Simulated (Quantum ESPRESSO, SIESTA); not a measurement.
A SIESTA input for a self-consistent single point of SrPd₂ (Fd-3m, 6 atoms in the cell) (DFT, GGA PBEsol, numerical atomic orbitals DZP, PseudoDojo PBEsol standard norm-conserving potentials (rewritten from UPF to PSML)):

```
# files in the folder: Sr.psml Pd.psml (PseudoDojo PBEsol standard)
SystemName  SrPd2
SystemLabel siesta

NumberOfAtoms                6
NumberOfSpecies              2
%block ChemicalSpeciesLabel
  1 38 Sr
  2 46 Pd
%endblock ChemicalSpeciesLabel
LatticeConstant              1.0 Bohr
%block LatticeVectors
     0.000000000    7.288507367    7.288507367
     7.288507367    0.000000000    7.288507367
     7.288507367    7.288507367    0.000000000
%endblock LatticeVectors
AtomicCoordinatesFormat      Fractional
%block AtomicCoordinatesAndAtomicSpecies
     0.750000000    0.750000000    0.750000000  1
     0.500000000    0.500000000    0.500000000  1
     0.125000000    0.625000000    0.125000000  2
     0.125000000    0.125000000    0.125000000  2
     0.625000000    0.125000000    0.125000000  2
     0.125000000    0.125000000    0.625000000  2
%endblock AtomicCoordinatesAndAtomicSpecies

XC.functional                GGA
XC.authors                   PBEsol
PAO.BasisSize                DZP
PAO.EnergyShift              0.01 Ry
MeshCutoff                   400 Ry
%block kgrid.MonkhorstPack
    7   0   0  0.0
    0   7   0  0.0
    0   0   7  0.0
%endblock kgrid.MonkhorstPack
OccupationFunction           MP
OccupationMPOrder            0
ElectronicTemperature        136.0 meV

MaxSCFIterations             150
SCF.Mixer.Method             Broyden
SCF.Mixer.Weight             0.1
SCF.Mixer.History            6
SCF.DM.Tolerance             1.0E-05
Diag.ParallelOverK           true
WriteForces                  true
```

Translate this input to Quantum ESPRESSO.

One input that does it (others would too):

```fortran
&CONTROL
    calculation = 'scf'
    prefix = 'pwscf'
    outdir = './tmp'
    pseudo_dir = './'
    tprnfor = .true.
    tstress = .true.
/
&SYSTEM
    ibrav = 0
    nat = 6
    ntyp = 2
    ecutwfc = 40
    ecutrho = 320
    occupations = 'smearing'
    smearing = 'gauss'
    degauss = 0.0099958
/
&ELECTRONS
    conv_thr = 1.0e-11
    mixing_beta = 0.4
/
ATOMIC_SPECIES
Sr    87.6200  sr_pbesol_v1.uspp.F.UPF
Pd   106.4200  pd_pbesol_v1.4.uspp.F.UPF
ATOMIC_POSITIONS {alat}
Sr    1.0606601718    1.0606601718    1.0606601718
Sr    0.7071067812    0.7071067812    0.7071067812
Pd    0.5303300859    0.1767766953    0.5303300859
Pd    0.1767766953    0.1767766953    0.1767766953
Pd    0.1767766953    0.5303300859    0.5303300859
Pd    0.5303300859    0.5303300859    0.1767766953
K_POINTS {automatic}
7 7 7  0 0 0
CELL_PARAMETERS {bohr}
   0.0000000000     7.2885073668     7.2885073668
   7.2885073668     0.0000000000     7.2885073668
   7.2885073668     7.2885073668     0.0000000000
```

Basis settings and potentials, where a program has them, do not carry over. This input uses DFT, PBEsol, plane waves, GBRV 1.5 ultrasoft (PBESOL) pseudopotentials. Both were run: pressure 13.32 GPa in SIESTA and 2.75 in Quantum ESPRESSO; largest force 0.002 eV/Å in SIESTA and 0.000 in Quantum ESPRESSO.

On Quantum ESPRESSO: the starting cell comes from a database of computed structures (which also holds hypothetical and non-ambient phases and stackings), without a prior relaxation at this level. For this run, on top of that: lattice scaled by 0.98. Spin polarisation is off.

On SIESTA: the starting cell comes from a database of computed structures (which also holds hypothetical and non-ambient phases and stackings), without a prior relaxation at this level. For this run, on top of that: lattice scaled by 0.98. Spin polarisation is off. Values carry the incompleteness of an atom-centred basis. With a pressure of about 13 GPa the cell is away from its equilibrium volume at this level.
